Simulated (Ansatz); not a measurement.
Worked example: dielectric-response calculation of CdF₂ (Fm-3m, 3 atoms in the cell) in Ansatz (a first-principles code).

Method of the run: LDA (PW92), default PAW files made with PBE (plane waves; Ansatz).

```yaml
crystal:
  lattice:
    - [0.00000, 2.68691, 2.68691]
    - [2.68691, 0.00000, 2.68691]
    - [2.68691, 2.68691, 0.00000]
  atoms:
    - { symbol: Cd, position: [0.00000, 0.00000, 0.00000] }
    - { symbol: F, position: [0.25000, 0.25000, 0.25000] }
    - { symbol: F, position: [0.75000, 0.75000, 0.75000] }
```

Reference input (self-consistent single point, DFT, LDA (PW92), plane waves, default PAW files made with PBE): basis.ecutwfc = 420 eV; kpoints.mp_grid.grid = 8 8 8; hamiltonian.xc = lda; hamiltonian.pseudopotentials = {kind: paw} (the program's default PAW files); scf.occupations.method = fermi_dirac; scf.occupations.width = 0.02 eV. This run's input differs from it in these lines:

Ansatz 0.2 input:
```diff
@@ -11,3 +11,3 @@
 basis:
-  ecutwfc: 420.0
+  ecutwfc: 335.0
 kpoints:
@@ -18,7 +18,4 @@
 scf:
-  occupations: { method: fermi_dirac, width: 0.02 }
-output:
-  forces: true
-  eigenvalues: true
-  stress: true
+  occupations: { method: fixed }
+dielectric: {}
```

Output, abridged:

```
SCF iter   1: F=—  HF=-9705.928611 eV  |F-HF|=—  |Δ(HF+E_count)|=         —  Δρ=3.22e-2  dr2=2.21e-1  ethr=1.77e-3  ⟨swp⟩=4.0  Hψ=4355  notcnv=0  defer=78
all-band conjugate gradients solve this SCF's bands
preconditioner: auto → none
SCF iter   2: F=—  HF=-9705.874604 eV  |F-HF|=—  |Δ(HF+E_count)|=   5.40e-2  Δρ=1.47e-2  dr2=5.32e-2  ethr=6.51e-4  ⟨swp⟩=2.0  Hψ=2604  notcnv=0  defer=110
SCF iter   3: F=—  HF=-9705.859412 eV  |F-HF|=—  |Δ(HF+E_count)|=   1.52e-2  Δρ=2.75e-3  dr2=4.90e-4  ethr=1.56e-4  ⟨swp⟩=2.0  Hψ=2067  notcnv=0  defer=116
SCF iter   4: F=—  HF=-9705.859517 eV  |F-HF|=—  |Δ(HF+E_count)|=   1.04e-4  Δρ=1.27e-3  dr2=1.02e-4  ethr=1.44e-6  ⟨swp⟩=2.1  Hψ=2025  notcnv=0  defer=94
SCF iter   5: F=—  HF=-9705.859575 eV  |F-HF|=—  |Δ(HF+E_count)|=   5.81e-5  Δρ=5.40e-5  dr2=3.84e-7  ethr=3.00e-7  ⟨swp⟩=1.0  Hψ=1239  notcnv=0
SCF iter   6: F=—  HF=-9705.859558 eV  |F-HF|=—  |Δ(HF+E_count)|=   1.69e-5  Δρ=6.09e-6  dr2=5.97e-9  ethr=1.13e-9  ⟨swp⟩=2.7  Hψ=2292  notcnv=0
SCF iter   7: F=-9705.859558 eV  HF=-9705.859558 eV  |F-HF|=0.00e0  |Δ(HF+E_count)|=   2.34e-9  Δρ=2.94e-7  dr2=1.07e-11  ethr=1.00e-12  ⟨swp⟩=2.0  Hψ=4229  notcnv=0
SCF 1 converged in 7 iterations: F = -9705.859558 eV  dr2 = 1.07e-11
DFPT response loops at Γ: preconditioner auto → none (the input reference at scf.mixing.eps_inf says where Resta's filter doesn't serve); β = 0.50 …
Free energy (F): -9705.859558 eV
Internal energy: -9705.859558 eV  (E = F + TS)
E sigma→0 (E₀):  -9705.859558 eV
Fermi energy:    6.127534 eV
--- Dielectric response (ions clamped): 1 representative field direction + reference, on 59 of 512 k-points (Σ response iterations 7) ---
  k mesh reduced under 8 symmetry operations, with k and −k counted as one. Each operation leaves every solved perturbation unchanged …
  ε∞ (high-frequency dielectric tensor):
        2.939889    -0.000000    -0.000000
   [... lines left out ...]
        -0.00000   -1.23196   -0.00000
         0.00000    0.00000   -1.23196
    site 2:
        -1.23196    0.00000    0.00000
        -0.00000   -1.23196   -0.00000
         0.00000    0.00000   -1.23196
  Z* charge neutrality: 8.987e-6 e pre-enforcement
  k-mesh period / interband length: 30.4 Å / 1.40 Å = 21.66 at k = (0.0000, 0.0000, 0.0000), direct gap 3.311 eV — 14 or more, which is no proof of convergence
```

The run converged in 7 iterations. 

Summary of the result:
| Item | Value |
|---|---|
| Free energy E − TS (on the zero of these files) | -9705.8596 eV |
| Top of the valence band (on the code's own zero) | 6.13 eV |
| Gap on the k-point mesh | 2.82 eV |
| ε∞ at this k-point mesh, which may be far from converged in small-gap cells (xx, yy, zz) | 2.94, 2.94, 2.94 |
| Born charges at this mesh (mean of the diagonal, e) | Cd 2.46, F -1.23, F -1.23 |

The starting cell has typed, rounded lattice constants, without a prior relaxation at this level. Its lattice was rescaled by up to half a per cent. The cutoff lies below the one recommended for these files.
